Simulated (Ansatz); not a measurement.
For Hf3Ge (model structure, started from the D03 type, Fm-3m, No. 225, 4 atoms in the cell), PBEsol (Ansatz, a quantum-chemistry and plane-wave program, PAW) gives:

- lattice constant a = 6.740 Å
- enthalpy of formation = -0.054 eV/atom

### Question
What does PBE-D3(BJ) (Ansatz, PAW) give for the same quantities?

### Answer

- lattice constant a: 6.762 Å (rises by 0.3 %)
- formation enthalpy: -0.044 eV/atom (moves by +0.010 eV/atom)

Changes are worked out from the printed values.

Unless a cell is named, each level is at its own relaxed cell (PBEsol 19.14, PBE-D3(BJ) 19.32 Å³/atom).

Levels without +SOC leave out spin–orbit coupling, which shifts energies and cells of such heavy elements.

Ansatz's density-functional and Hartree–Fock values are scalar-relativistic unless marked +SOC, with PAW data made under PBE.

A model structure was made by putting elements into a prototype or built by hand; it is no filed structure, need not be a known phase, and can be a saddle point held by its symmetry.
